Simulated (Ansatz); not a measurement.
# CsCl-type NiTi (cubic form, which distorts at low temperature)

Method: r²SCAN in Ansatz (PAW).

Numerical settings: plane-wave cutoff 500 eV, 18×18×18 k mesh, Fermi–Dirac smearing 0.1 eV, no spin polarisation, scalar-relativistic PAW data made under PBE.

Cell (relaxed at this level):

```
CELL_PARAMETERS angstrom
      2.98922     0.00000     0.00000
      0.00000     2.98922     0.00000
      0.00000     0.00000     2.98922
ATOMIC_POSITIONS crystal
  Ti 0.50000 0.50000 0.50000
  Ni 0.00000 0.00000 0.00000
```

```
Quantity         Result
--------  -------------
band gap  zero (no gap)
```

Note: symmetry holds this phase in the static calculation, where it need not be a minimum; the relaxation could not lower the start's symmetry, so the cell can be a saddle point above a distorted one.

Computed values are for the static lattice.

Computing time: about 50 core-seconds (a rough figure).

Ansatz is a first-principles code.
